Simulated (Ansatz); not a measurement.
# What pressure 1.8 GPa does to HfC

The reference is HfC in the rock salt structure (space group Fm-3m, No. 225; a = 4.6407 Å).

One thing is altered: cell and atoms relaxed at a pressure of 1.8 GPa.

Calculations: r2SCAN (Ansatz, an electronic-structure program), scalar-relativistic without spin-orbit coupling. Γ-centred 17×17×17 mesh, Fermi–Dirac width 0.05 eV.

The density grows by 0.09 g/cm³ to 12.75 g/cm³ and the lattice parameter a decreases by 0.011 Å, from 4.641 Å to 4.630 Å. The enthalpy H = E + PV relative to the base's energy amounts to +0.14 eV/atom and the band gap is still zero.

Load acts through the strain it causes; cell and atoms are relaxed under it. Stability against distortions was not tested. All final runs are without spin polarisation.
